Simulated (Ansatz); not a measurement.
This Ansatz (an electronic-structure program) input is the reference run, ZnS in the zinc blende structure (space group F-43m, No. 216), computed with plane-wave PAW DFT at the LDA level (Ansatz, 420 eV), no SOC:

Ansatz 0.2 input:
```yaml
crystal:
  lattice:
    - [0, 2.6484106558, 2.6484106558]
    - [2.6484106558, 0, 2.6484106558]
    - [2.6484106558, 2.6484106558, 0]
  atoms:
    - { symbol: Zn, position: [0, 0, 0] }
    - { symbol: S, position: [0.75, 0.75, 0.75] }
basis: { ecutwfc: 420, ecutrho_ratio: 4, xc_grid: 2, fft_grid_basis: typed }
kpoints: { mp_grid: { grid: [11, 11, 11] } }
hamiltonian:
  xc: lda
  dispersion: none
  pseudopotentials: { kind: paw }
scf: { occupations: { method: fermi_dirac, width: 0.05 }, convergence: { dr2_threshold: 0.0000000002 } }
output: { forces: true, stress: true }
checkpoint: { write: state.ck, write_every: 1000 }
```

Write the input for this change: the cell is stretched by 1.00 % along z with no lateral relaxation; the atoms relax in the strained cell.


Ansatz 0.2 input:
```yaml
crystal:
  lattice:
    - [0, 2.6484106558, 2.6748947624]
    - [2.6484106558, 0, 2.6748947624]
    - [2.6484106558, 2.6484106558, 0]
  atoms:
    - { symbol: Zn, position: [0, 0, 0] }
    - { symbol: S, position: [0.75, 0.75, 0.75] }
basis: { ecutwfc: 420, ecutrho_ratio: 4, xc_grid: 2, fft_grid_basis: typed }
kpoints: { mp_grid: { grid: [11, 11, 11] } }
hamiltonian:
  xc: lda
  dispersion: none
  pseudopotentials: { kind: paw }
scf: { occupations: { method: fermi_dirac, width: 0.05 }, convergence: { dr2_threshold: 0.0000000002 } }
relax: { f_tol: 0.005, max_steps: 50 }
output: { forces: true, stress: true }
checkpoint: { write: state.ck, write_every: 1000 }
```
This is the input that was run.

Whether these cells are dynamically stable was not tested.
